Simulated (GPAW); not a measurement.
A self-consistent single point of ZnCu₂SnSe₄ (I-4, 8 atoms in the cell) with GPAW.

Method of the run: LDA (Perdew-Wang 92)+U, GPAW PAW datasets LDA (gpaw-data 1.0.1) (plane waves; GPAW 25.7.0).

```yaml
crystal:
  lattice:
    - [-2.84206, 2.84206, 5.65316]
    - [2.84206, -2.84206, 5.65316]
    - [2.84206, 2.84206, -5.65316]
  atoms:
    - { symbol: Zn, position: [0.75000, 0.25000, 0.50000] }
    - { symbol: Cu, position: [0.25000, 0.75000, 0.50000] }
    - { symbol: Cu, position: [0.00000, 0.00000, 0.00000] }
    - { symbol: Sn, position: [0.50000, 0.50000, 0.00000] }
    - { symbol: Se, position: [0.62975, 0.63653, 0.52624] }
    - { symbol: Se, position: [0.36347, 0.88971, 0.99322] }
    - { symbol: Se, position: [0.11029, 0.10351, 0.47376] }
    - { symbol: Se, position: [0.89649, 0.37025, 0.00678] }
```

Reference input (self-consistent single point, DFT LDA (Perdew-Wang 92), plane waves, GPAW PAW datasets LDA (gpaw-data 1.0.1)): mode = pw; ecut = 850 eV; xc = LDA; kpts = 5 5 5; mesh shift (steps) = 0 0 0; occupations.name = methfessel-paxton; occupations.width = 0.1 eV; occupations.order = 0; nbands = -12; symmetry.symmorphic = false; symmetry.tolerance = 0.0005; maxiter = 120. This run's input differs from it in these lines:

```diff
@@ -20,2 +20,3 @@
             xc='LDA',
+            setups={'Cu': ':d,8.0'},
             kpts=(5, 5, 5),
```

Output, abridged:

```
     iter     time        total  log10-change:
                         energy   eigst   dens
iter:   1 --:--:--   -35.933616
iter:   2 --:--:--   -35.850624   -0.92  -1.31
iter:   3 --:--:--   -35.287288   -1.53  -1.34
iter:   4 --:--:--   -35.307770   -1.69  -1.52
iter:   5 --:--:--   -35.259473   -1.46  -1.75
iter:   6 --:--:--   -35.269136   -2.86  -2.23
iter:   7 --:--:--   -35.147354   -1.92  -2.25
iter:   8 --:--:--   -35.160046   -2.76  -2.56
iter:   9 --:--:--   -35.160385c  -2.29  -2.73
iter:  10 --:--:--   -35.147122c  -3.37  -2.78
iter:  11 --:--:--   -35.146339c  -3.59  -3.18
iter:  12 --:--:--   -35.146848c  -4.02  -3.34
iter:  13 --:--:--   -35.146230c  -4.52  -3.38
iter:  14 --:--:--   -35.146185c  -5.19  -3.87
iter:  15 --:--:--   -35.146172c  -6.24  -3.99
iter:  16 --:--:--   -35.146179c  -5.26  -4.11c
iter:  17 --:--:--   -35.146161c  -5.99  -4.07c
iter:  18 --:--:--   -35.146162c  -7.45c -4.20c
Converged after 18 iterations.

Dipole moment: (-0.890410, 0.890410, 0.000000) |e|*Ang

Energy contributions relative to reference atoms: (reference = -570624.377172)

Kinetic:        +86.392591
Potential:      -78.248822
External:        +0.000000
XC:             -43.152570
Entropy (-ST):   -0.000610
Local:           -0.137057
SIC:             +0.000000
--------------------------
Free energy:    -35.146468
Extrapolated:   -35.146162

Showing only first 2 kpts
 Kpt  Band  Eigenvalues  Occupancy
  0    34      4.46081    1.93427
  0    35      4.49272    1.83519
  0    36      4.66418    0.30034
  0    37      6.47844    0.00000

  1    34      3.89511    2.00000
  1    35      4.35565    1.99912
  1    36      5.71237    0.00000
  1    37      7.21479    0.00000

Fermi level: 4.59094

Gap: 0.171 eV
Transition (v -> c):
   [... lines left out ...]
  2 Cu    0.00000    0.00000    0.00000
  3 Sn    0.00000    0.00000    0.00000
  4 Se   -0.20529   -0.03790   -0.02431
  5 Se   -0.03790    0.20529    0.02431
  6 Se    0.20529    0.03790   -0.02431
  7 Se    0.03790   -0.20529    0.02431

Stress tensor:
     0.013673     0.000000     0.000000
     0.000000     0.013673    -0.000000
     0.000000    -0.000000     0.012612
Stress (GPa, Voigt): [ 2.1906  2.1906  2.0207 -0.      0.      0.    ]
```

The run converged in 18 iterations. GPAW prints stress with tension positive. Against the reference run the pressure goes from -2.65 to -2.13 GPa and the largest force goes from 0.184 to 0.210 eV/Å.

The starting cell comes from a database of computed structures (which also holds hypothetical and non-ambient phases and stackings), without a prior relaxation at this level. Its lattice was rescaled by a random factor within 2.5 % of one. Spin polarisation is off. The U value is a test value, and with U on an open shell several self-consistent states can exist. The log's line on a gap gives a spacing of levels on this mesh, which the program prints for metals too.

Cost on one core of a shared machine: roughly 3 min.
